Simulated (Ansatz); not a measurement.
## Response to strain in hypothetical diamond Li

Start from Li in the diamond structure (space group Fd-3m, No. 227; a = 5.912 Å; a hypothetical phase, not in the database extracts checked; relaxed with 0.1 eV smearing).

Strains are applied to the cell and any free atomic positions relax.

Levels (all Ansatz, a quantum-chemistry and plane-wave program, PAW): PBE (420 eV, scalar-relativistic without spin-orbit coupling); PBEsol (420 eV, scalar-relativistic without spin-orbit coupling).

The base cell above is that of PBE; each level relaxes its own structures.

Notes on the quantities. energy relative to the base: free energy F.

| case | energy relative to the base, PBE | energy relative to the base, PBEsol |
|---|---|---|
| isotropic strain −1.01 % | +0.4 meV/atom | +0.4 meV/atom |
| isotropic strain +2.44 % | +2.2 meV/atom | ___ |
| isotropic strain +2.72 % | +2.7 meV/atom | ___ |

### Question
Complete the table.

### Answer

- isotropic strain +2.44 %, energy relative to the base, PBEsol: +2.2 meV/atom
- isotropic strain +2.72 %, energy relative to the base, PBEsol: +2.7 meV/atom

The two levels differ by at most about 0.3 meV/atom. They put the cases in the same order.

No phonon test of stability was made.
